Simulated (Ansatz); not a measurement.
Base system: ZnSnAs₂ in the chalcopyrite structure (space group I-42d, No. 122; a = 5.839 Å, c = 11.737 Å). Axes: x, y, z lie along a, b, c of the conventional cell.

Calculations: PBEsol (Ansatz, a first-principles code), no SOC.

For the base:

- Pressure = 0.0 GPa
- Shortest interatomic distance = 2.449 Å
- Band gap = zero

Perturbation: the cell is stretched by 3.00 % along z with no lateral relaxation; the atoms relax in the strained cell.

What does the calculation give for the energy relative to the base, pressure, shortest interatomic distance and band gap after the change?

The energy rises by 6.3 meV/atom; the pressure (mean of the normal stresses, compression positive) goes from zero to -1.7 GPa; the shortest interatomic distance increases by 0.027 Å (2.449 Å → 2.476 Å); the band gap remains zero.

A case with no gap was solved on a k-mesh chosen for an insulator, which is coarse for it. Whether these cells are dynamically stable was not tested. All final runs are without spin polarisation. A zero or small gap of ZnSnAs2 can be the functional's error rather than a property of the material.
